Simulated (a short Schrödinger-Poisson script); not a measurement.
From a short Schrödinger-Poisson script (our own, NumPy): one-band effective-mass equation with BenDaniel-Duke matching, electrons, heavy and light holes apart, hard walls at the outer ends, one valence edge for both holes (no strain splitting), no charge, excitons, band mixing or non-parabolicity; under a field the levels are quasi-bound states of a box, listed while three quarters of their weight lies within 4 nm of the wells.

Stack: single Ge/Si0.15Ge0.85 quantum well.

From the first side: 20 nm Si0.15Ge0.85; 5 nm Ge; 20 nm Si0.15Ge0.85.

Constants are typed, rounded textbook-type inputs, not results; the design itself was drawn at random and stands for no fabricated device. Ge: direct gap (eV) 0.88, conduction-band edge (eV) 0, electron mass (mₑ) 0.041, heavy-hole mass 0.21, light-hole mass 0.046. Si0.15Ge0.85: direct gap (eV) 1.36, conduction-band edge (eV) 0.4, electron mass (mₑ) 0.053, heavy-hole mass 0.24, light-hole mass 0.06.

The valence-band edge of each layer lies one gap below its conduction-band edge. The electron's potential energy rises along the stack by the applied field. Mesh 0.03 nm at interfaces.

Question: Give the squared e1-hh1 overlap at zero applied field; the hh1 − lh1 (meV); the shift of e1-hh1 at 32.6 kV/cm (meV).

Answer: squared e1-hh1 overlap at zero applied field: 1.00; hh1 − lh1 (meV): 23.5; shift of e1-hh1 at 32.6 kV/cm (meV): -0.7. Excitons are left out, and strain enters only through the typed gaps and offsets, so measured lines lie elsewhere.
